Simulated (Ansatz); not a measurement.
Surface: Si(111) 1x1 surface, 6 top atoms, 3 bilayers, bottom bilayer H-capped and fixed, every top atom capped by H; cell 11.5 x 6.6 Å; two neighbouring H replaced by OH; about 7 Å thick over the host's atoms, 18 atoms held. Method: PBE-D3(BJ) (plane waves to 420 eV, PAW; Ansatz, a first-principles code). k mesh 1 x 2 x 1. The slab states were run without spin polarisation. A thicker slab, a larger cell or a denser mesh can move such energies by a tenth of an eV or more. Energies are static: no zero-point or thermal part. Each state was relaxed from one prepared geometry.

End state of this step: Si2Cl6 exchanges a ligand with a surface O-H group and HCl forms. Atoms near the product:

```
atom     x (Å)  y (Å)   z (Å)
------  ------  -----  ------
H(14)   -0.005  0.004  11.007
H(45)   -1.892  3.370  11.006
H(47)    1.055  1.681  13.615
O(48)    2.052  3.478  11.187
H(49)    1.273  3.202  11.707
Si(a0)   6.033  3.453  12.722
Si(a1)   4.316  2.844  14.203
Cl(a2)   3.379  1.092  13.627
Cl(a3)   5.157  2.530  16.044
Cl(a4)   2.893  4.304  14.371
Cl(a5)  -0.113  2.148  13.277
Cl(a6)   7.645  2.239  13.113
Cl(a7)   6.540  5.375  13.236
```

Q: What energy does it take to move HCl into the gas, one a cell, with the surface relaxed behind it, and what are its closest contacts before it leaves?

A: 0.35 eV. Its closest contacts to the rest of the cell: Cl(a5)...H(49) 2.34 Å, H(47)...Cl(a2) 2.40 Å, H(47)...H(49) 2.45 Å.
